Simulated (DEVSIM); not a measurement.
## Schottky contact on n-type Si

Device: Schottky contact on n-type Si, at 300 K.

```tsv
layer (left to right)	material	thickness (μm)	Nd (cm⁻³)	τn (s)	τp (s)
1	Si	0.440	3.3e14	0.00028	0.00028
```

Left contact: Schottky, work function 4.66 eV, emission velocity 1.2e7 cm/s. Right contact: ohmic. Voltage is applied to the left contact. Recombination: SRH at mid-gap, radiative. Mobility is constant in doping.

Constants are typed, rounded textbook-type inputs, not results; the design itself was drawn at random and stands for no fabricated device. Values at 300 K.

```csv
parameter,Si
gap (eV),1.124
affinity (eV),4.05
permittivity,11.7
Nc (cm⁻³),2.86e19
Nv (cm⁻³),3.1e19
μn (cm²/Vs),1417
μp (cm²/Vs),470
B (cm³/s),4.7e-15
```

Simulated with DEVSIM: 1D drift-diffusion, Boltzmann statistics, complete ionisation; no tunnelling, impact ionisation, image-force lowering or self-heating. Metal contacts follow the ideal Schottky-Mott rule: no Fermi-level pinning, no interface dipoles.

| Quantity | Value |
|---|---|
| Potential step across the device at zero bias | 0.316 V |
| Largest field in the device at zero bias | 8300 V/cm |
| Dark forward voltage at 1 A/cm² | 0.180 V |
| Dark forward voltage at 100 A/cm² | 0.366 V |

Dark forward current:

```csv
V (V),J (A/cm²)
0.05,0.0083
0.15,0.36
0.25,9.3
0.40,150
0.50,310
0.60,480
0.70,650
0.85,910
0.95,1100
1.05,1200
1.15,1400
1.30,1700
1.40,1800
1.50,2000
```

Small-signal capacitance in reverse bias (quasi-static):

```csv
V (V),C (nF/cm²)
-0.2,23.6
-0.5,23.6
-1,23.5
-1.5,23.5
-2,23.5
-3,23.5
-4,23.5
-5,23.5
-6.5,23.5
-8,23.5
-10,23.5
```
